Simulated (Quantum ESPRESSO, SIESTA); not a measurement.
A SIESTA input for a self-consistent single point of AlInAg2Se4 (I-4, 8 atoms in the cell) (DFT, LDA PW92, numerical atomic orbitals DZP, PseudoDojo LDA standard norm-conserving potentials (rewritten from UPF to PSML)):

```
# files in the folder: Al.psml In.psml Ag.psml Se.psml (PseudoDojo LDA standard)
SystemName  AlIn(AgSe2)2
SystemLabel alin(agse2)2

NumberOfAtoms                8
NumberOfSpecies              4
%block ChemicalSpeciesLabel
  1 13 Al
  2 49 In
  3 47 Ag
  4 34 Se
%endblock ChemicalSpeciesLabel
LatticeConstant              1.0 Ang
%block LatticeVectors
    -2.998031000    2.998031000    5.686332000
     2.998031000   -2.998031000    5.686332000
     2.998031000    2.998031000   -5.686332000
%endblock LatticeVectors
AtomicCoordinatesFormat      Fractional
%block AtomicCoordinatesAndAtomicSpecies
     0.250000000    0.750000000    0.500000000  1
     0.000000000    0.000000000    0.000000000  2
     0.750000000    0.250000000    0.500000000  3
     0.500000000    0.500000000    0.000000000  3
     0.601770000    0.637500000    0.504150000  4
     0.362500000    0.866650000    0.964270000  4
     0.133350000    0.097620000    0.495850000  4
     0.902380000    0.398230000    0.035730000  4
%endblock AtomicCoordinatesAndAtomicSpecies

XC.functional                LDA
XC.authors                   PW92
PAO.BasisSize                DZP
PAO.EnergyShift              0.01 Ry
MeshCutoff                   400 Ry
%block kgrid.MonkhorstPack
    3   0   0  0.0
    0   3   0  0.0
    0   0   3  0.0
%endblock kgrid.MonkhorstPack
OccupationFunction           FD
ElectronicTemperature        580.23 K

MaxSCFIterations             150
SCF.Mixer.Method             Broyden
SCF.Mixer.Weight             0.2
SCF.Mixer.History            6
SCF.DM.Tolerance             1.0E-05
Diag.ParallelOverK           true
WriteForces                  true
Charge.Mulliken              end
```

Problem. Translate this input to Quantum ESPRESSO.

Solution. This is the input that was run; spellings and numerical settings could be chosen otherwise.

```fortran
&CONTROL
 calculation = 'scf'
 prefix = 'alin(agse2)2'
 outdir = './out'
 pseudo_dir = './'
 tprnfor = .true.
 tstress = .true.
/
&SYSTEM
 ibrav = 0
 nat = 8
 ntyp = 4
 ecutwfc = 90
 occupations = 'smearing'
 smearing = 'fermi-dirac'
 degauss = 0.0036749
/
&ELECTRONS
 conv_thr = 1.0d-10
/
ATOMIC_SPECIES
Al    26.9815  Al.upf
In   114.8180  In.upf
Ag   107.8682  Ag.upf
Se    78.9710  Se.upf
CELL_PARAMETERS {angstrom}
  -2.99803100     2.99803100     5.68633200
   2.99803100    -2.99803100     5.68633200
   2.99803100     2.99803100    -5.68633200
ATOMIC_POSITIONS {crystal}
Al    0.25000000    0.75000000    0.50000000
In    0.00000000    0.00000000    0.00000000
Ag    0.75000000    0.25000000    0.50000000
Ag    0.50000000    0.50000000    0.00000000
Se    0.60177000    0.63750000    0.50415000
Se    0.36250000    0.86665000    0.96427000
Se    0.13335000    0.09762000    0.49585000
Se    0.90238000    0.39823000    0.03573000
K_POINTS {automatic}
3 3 3  0 0 0
```

Basis settings and potentials, where a program has them, do not carry over. This input uses DFT, LDA (PW92), plane waves, PseudoDojo standard norm-conserving (LDA) pseudopotentials. LDA parametrisations can differ slightly between programs.

The starting cell comes from a database of computed structures (which also holds hypothetical and non-ambient phases and stackings), without a prior relaxation at this level. For this run, on top of that: lattice scaled by 0.98.
